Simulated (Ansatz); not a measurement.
**GaSb, response to strain**

Consider GaSb in the zinc blende structure (space group F-43m, No. 216; a = 6.1324 Å). Axes: x, y, z lie along the cube axes.

Strains are applied to the cell and any free atomic positions relax.

Calculations: plane-wave PAW DFT at the r2SCAN level (Ansatz, an electronic-structure program, 500 eV), no SOC.

Notes on the quantities. energy relative to the base: free energy F.

```tsv
uniaxial strain ε_zz (%)	energy relative to the base (meV/atom)
0	0.0
0.5	0.2
1	0.8
1.5	1.7
2	3.0
2.5	?
3	6.7
```

### Question
Fit ΔE = Aε² + Bε³ (ε in %) to the rows shown and predict the withheld row.

### Answer
Least squares on the printed values gives A = 0.773 and B = -0.0095 meV/atom (largest residual 0.0 meV/atom); this predicts 4.7 meV/atom, and the run gives 4.7 meV/atom, in agreement.

No phonon test of stability was made.
